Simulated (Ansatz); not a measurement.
Nb with two functionals, isotropic strain +1.62 %

Consider Nb in the bcc (W type) structure (space group Im-3m, No. 229; a = 3.311 Å; relaxed with 0.1 eV smearing).

(Cell as relaxed with PBE.)

Levels (all Ansatz, an electronic-structure program, PAW, earlier PAW set): PBE (420 eV, spin-orbit coupling left out); PBEsol (420 eV, scalar-relativistic without spin-orbit coupling).

Each level relaxes its own structure.

```
base                      PBE    PBEsol
-------------------  --------  --------
volume per atom      18.16 Å³  17.53 Å³
lattice parameter a   3.311 Å   3.273 Å
band gap                 zero      zero
```

Modification: the cell is scaled by 1.0162 in all directions; the atoms relax in the strained cell.

```csv
quantity,PBE,PBEsol
energy relative to the base (free energy F),+22 meV/atom,___
pressure,-7.5 GPa,___
```

Question: Given the PBE results, estimate those of PBEsol.

Answer: 
- energy relative to the base (free energy F), PBEsol: +22 meV/atom
- pressure, PBEsol: -8.0 GPa

PBE's pressure lies 0.5 GPa above PBEsol's; the two agree on the energy relative to the base. Neither level is exact; PBEsol is the comparison here, not a measurement.

No phonon test of stability was made. The final runs are not spin-polarised.
